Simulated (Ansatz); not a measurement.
The starting structures come from a database of crystals and need not be the phases stable at ambient conditions.

Inside the gap of an insulator the Bloch states are evanescent, with a wavenumber k + iκ along the transport direction.

Consider the following.

```
CELL_PARAMETERS angstrom
      6.34890     0.00000     0.00000
     -3.17445     5.49831     0.00000
      3.17445     1.83277     5.18385
ATOMIC_POSITIONS crystal
  Al 0.25000 0.87500 0.87500
  Al 0.75000 0.87500 0.87500
  Al 0.25000 0.37500 0.87500
  Al 0.75000 0.87500 0.37500
  H  0.38982 0.19491 0.80509
  H  0.88982 0.94491 0.55509
  H  0.61018 0.80509 0.19491
  H  0.11018 0.55509 0.94491
  H  0.00000 0.19491 0.80509
  H  0.50000 0.94491 0.55509
  H  0.00000 0.80509 0.19491
  H  0.50000 0.55509 0.94491
  H  0.00000 0.80509 0.80509
  H  0.50000 0.55509 0.55509
  H  0.00000 0.19491 0.19491
  H  0.50000 0.94491 0.94491
```

Space group of this cell: Fd-3m. The cell is taken as given.

Transport runs along the normal of the first two printed cell vectors, the (111) plane of the conventional cell.

No gap correction and no spin-orbit coupling; mid-gap values are interpolated between computed energies.

Problem. Estimate the band gap and the smallest decay constant κ at mid-gap that r2SCAN in Ansatz (a first-principles code) returns for this system.

Solution. Gap 3.86 eV on a 8×8×8 mesh; κ = 0.308 1/Å, at the zone centre.
